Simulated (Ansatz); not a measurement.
Base system: GaN in the zinc blende structure (space group F-43m, No. 216; a = 4.498 Å). Axes: x, y, z lie along the cube axes.

Level of theory: Ansatz (an electronic-structure program), PBEsol, PAW, cutoff 420 eV, scalar-relativistic without spin-orbit coupling.

Perturbation: uniaxial strain ε_zz = +0.50 %, all other strain components held at zero, atoms relaxed at fixed cell.

Problem. Predict the stress tensor and what it implies for the stiffness.

Solution. Stress of the strained cell less that of the base (GPa, compression positive):
```
  -0.72    0.00    0.00
   0.00   -0.72    0.00
   0.00    0.00   -1.35
```

Then −Δσ_ii/ε with ε = 0.0050 gives relaxed-ion elastic constants: C33 ≈ 269 GPa, C13 ≈ 145 GPa and C23 ≈ 145 GPa.

Whether these cells are dynamically stable was not tested. This is not the structure that GaN has at room temperature and ambient pressure.
